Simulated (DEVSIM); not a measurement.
Structure: abrupt Ge p-n junction, at 300 K.

```
layer (left to right)  material  thickness (μm)  Nd (cm⁻³)  Na (cm⁻³)  τn (s)  τp (s)
---------------------  --------  --------------  ---------  ---------  ------  ------
1                            Ge            39.0          -     1.6e15  6.5e-6  6.5e-6
2                            Ge            41.0     2.6e15          -  6.5e-6  6.5e-6
```

Left contact: ohmic. Right contact: ohmic. Voltage is applied to the left contact. Recombination: SRH at mid-gap. Mobility is μmin + (μ − μmin)/(1 + (N/Nref)^α).

This is a model device: material constants are rounded textbook-type values typed into the input, and sizes, dopings and lifetimes were drawn at random. Values at 300 K.

```
parameter           Ge
-------------  -------
gap (eV)         0.664
affinity (eV)        4
permittivity        16
Nc (cm⁻³)      1.04e19
Nv (cm⁻³)         6e18
μn (cm²/Vs)       3900
μp (cm²/Vs)       1900
μn,min             150
μp,min             100
Nref,n          2.6e17
Nref,p            4e17
αn                0.56
αp                 0.6
```

Simulated with DEVSIM: 1D drift-diffusion, Boltzmann statistics, complete ionisation; no tunnelling, impact ionisation, image-force lowering or self-heating.

Tabulate band edges, carrier densities and field at zero bias.

Energies count from the Fermi level of the right contact; mesh points crowd at the junctions.

| x (μm) | Ec (eV) | Ev (eV) | n (cm⁻³) | p (cm⁻³) | field (V/cm) |
|---|---|---|---|---|---|
| 0.000 | 0.451 | -0.213 | 2.7e11 | 1.6e15 | ≈ 0 |
| 0.05436 | 0.451 | -0.213 | 2.7e11 | 1.6e15 | ≈ 0 |
| 0.2317 | 0.451 | -0.213 | 2.7e11 | 1.6e15 | ≈ 0 |
| 0.7768 | 0.451 | -0.213 | 2.7e11 | 1.6e15 | ≈ 0 |
| 3.903 | 0.451 | -0.213 | 2.7e11 | 1.6e15 | ≈ 0 |
| 12.79 | 0.451 | -0.213 | 2.7e11 | 1.6e15 | ≈ 0 |
| 29.26 | 0.451 | -0.213 | 2.7e11 | 1.6e15 | ≈ 0 |
| 37.03 | 0.451 | -0.213 | 2.7e11 | 1.6e15 | ≈ 0 |
| 38.39 | 0.449 | -0.215 | 2.9e11 | 1.5e15 | -170 |
| 38.83 | 0.395 | -0.269 | 2.4e12 | 1.8e14 | -3500 |
| 38.96 | 0.333 | -0.331 | 2.7e13 | 1.6e13 | -5800 |
| 39.02 | 0.298 | -0.366 | 1.0e14 | 4.3e12 | -5900 |
| 39.12 | 0.253 | -0.411 | 5.9e14 | 7.4e11 | -3300 |
| 39.45 | 0.216 | -0.448 | 2.5e15 | 1.8e11 | -160 |
| 41.20 | 0.214 | -0.450 | 2.6e15 | 1.7e11 | ≈ 0 |
| 46.22 | 0.214 | -0.450 | 2.6e15 | 1.7e11 | ≈ 0 |
| 61.86 | 0.214 | -0.450 | 2.6e15 | 1.7e11 | ≈ 0 |
| 74.46 | 0.214 | -0.450 | 2.6e15 | 1.7e11 | ≈ 0 |
| 78.84 | 0.214 | -0.450 | 2.6e15 | 1.7e11 | ≈ 0 |
| 79.66 | 0.214 | -0.450 | 2.6e15 | 1.7e11 | ≈ 0 |
| 79.91 | 0.214 | -0.450 | 2.6e15 | 1.7e11 | ≈ 0 |
| 80.00 | 0.214 | -0.450 | 2.6e15 | 1.7e11 | ≈ 0 |
